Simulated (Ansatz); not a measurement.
# Ag under a change: Ag → Al

The reference is Ag in the fcc (Cu type) structure (space group Fm-3m, No. 225; a = 4.106 Å).

It is then changed as follows: Al takes the place of Ag on all its sites, then cell and atoms are relaxed.

The values are results of DFT with r2SCAN, PAW potentials and a 500 eV plane-wave cutoff in Ansatz (a first-principles code), no spin-orbit coupling, earlier PAW set, not measurements. k-mesh 20×20×20 (Γ-centred); smearing 0.05 eV (Fermi–Dirac), for the changed cell.

```
quantity                                  base          changed        shift
-----------------------------  ---------------  ---------------  -----------
volume per atom                       17.30 Å³         15.89 Å³     -1.41 Å³
density                            10.35 g/cm³       2.82 g/cm³  -7.53 g/cm³
lattice parameter a                    4.106 Å          3.991 Å     -0.115 Å
space group                    Fm-3m (No. 225)  Fm-3m (No. 225)            –
shortest interatomic distance          2.903 Å          2.822 Å     -0.081 Å
band gap                                  zero             zero            –
```

Final structure:

```
CELL_PARAMETERS angstrom
      0.00000     1.99536     1.99536
      1.99536     0.00000     1.99536
      1.99536     1.99536     0.00000
ATOMIC_POSITIONS crystal
  Al 0.00000 0.00000 0.00000
```

No phonon test of stability was made.
